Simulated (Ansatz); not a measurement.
## A computed series for SiC: response to strain

The parent structure is SiC in the wurtzite structure (space group P6_3mc, No. 186; a = 3.0564 Å, c = 5.0158 Å). Axes: x lies along a and z along c of the hexagonal cell.

Strains are applied to the cell and any free atomic positions relax.

Method: LDA in Ansatz (plane waves to 420 eV, PAW, spin-orbit coupling left out).

| uniaxial strain ε_zz (%) | band gap (eV) |
|---|---|
| 0 | 2.13 |
| 0.6 | 2.10 |
| 1.2 | ? |
| 1.8 | 2.03 |
| 2.4 | 2.01 |

**Question.** Fit E_g = E₀ + Dε (ε in %) to the rows shown and predict the withheld row.

**Answer.** Least squares on the printed values gives E₀ = 2.13 eV, D = -51.7 meV per % of strain (largest residual 0.01 eV); this predicts 2.07 eV, and the run gives 2.06 eV, in agreement.

Stability against distortions was not tested.

Ansatz is a quantum-chemistry and plane-wave program.
